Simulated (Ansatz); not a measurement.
Start from ZrO$_{2}$ (space group P4_2/nmc, No. 137; a = 3.584 Å, c = 5.177 Å).

Modification: cell and atoms relaxed at a pressure of 15 GPa.

Levels (all Ansatz, a first-principles code, PAW): PBEsol (420 eV, no spin-orbit coupling); r2SCAN (500 eV, spin-orbit coupling left out); HSE06 (420 eV, without spin-orbit coupling).

At the geometry relaxed with PBEsol, these levels gave the following band gaps, in shuffled order: (a) 5.68 eV, (b) 4.57 eV, (c) 3.94 eV.

Task: Match each gap to its level.

Result: (a) HSE06; (b) r2SCAN; (c) PBEsol.

Single points use the geometry relaxed with PBEsol. HSE06 gaps are upper bounds (no full band path). Load acts through the strain it causes; cell and atoms are relaxed under it. Stability against distortions was not tested. Competing high-pressure phases were not computed. This is not the structure that ZrO2 has at room temperature and ambient pressure.
